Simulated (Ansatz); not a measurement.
The reference is TlBr in the CsCl type structure (space group Pm-3m, No. 221; a = 3.915 Å). Axes: x, y, z lie along the cube axes.

Calculations: PBEsol (Ansatz, a quantum-chemistry and plane-wave program), no spin-orbit coupling.

For the base:

* **Electron mass**: 0.14 mₑ along k, 0.20 mₑ across (at X)

Modification: tensor shear ε_xy = +0.86 % (engineering shear γ = 0.0172); the atoms relax in the strained cell.

Problem. Predict the new stress and electron mass.

Solution. The stress (xx, yy, zz, yz, xz, xy; compression positive) is (0.01, 0.01, 0.01, 0.00, 0.00, -0.18) GPa; the electron mass stays 0.14 mₑ along k, 0.20 mₑ across (at X).

With Tl present, leaving out spin-orbit coupling can change the band edges. The levels and masses belong to the bands next to the band gap. Masses are band curvatures over ±0.01 Å⁻¹ around the edge. Along k means along the line from Γ to the band edge. Whether these cells are dynamically stable was not tested.
